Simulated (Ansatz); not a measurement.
The parent structure is In$_{2}$O$_{3}$ (space group P-3m1, No. 164; a = 3.419 Å, c = 6.094 Å; a hypothetical phase, not in the database extracts checked).

Levels (all Ansatz, a first-principles code, PAW): PBEsol (420 eV, no spin-orbit coupling); PBEsol+SOC (420 eV, spin-orbit coupling included).

The geometry is relaxed with PBEsol.

PBEsol pressure: 0.00 GPa
PBEsol band gap: 0.70 eV
PBEsol smallest direct gap: 0.72 eV

What does PBEsol+SOC give at this geometry for the pressure, band gap and smallest direct gap?

The pressure goes from zero to -0.07 GPa; the band gap is nearly the same (0.70 eV against 0.71 eV); the smallest direct gap is nearly the same (0.72 eV against 0.73 eV).

Single points use the geometry relaxed with PBEsol. Differences between runs with and without spin-orbit coupling are approximate. No phonon test of stability was made. The base started in P3m1 and relaxed to P-3m1 at this level.
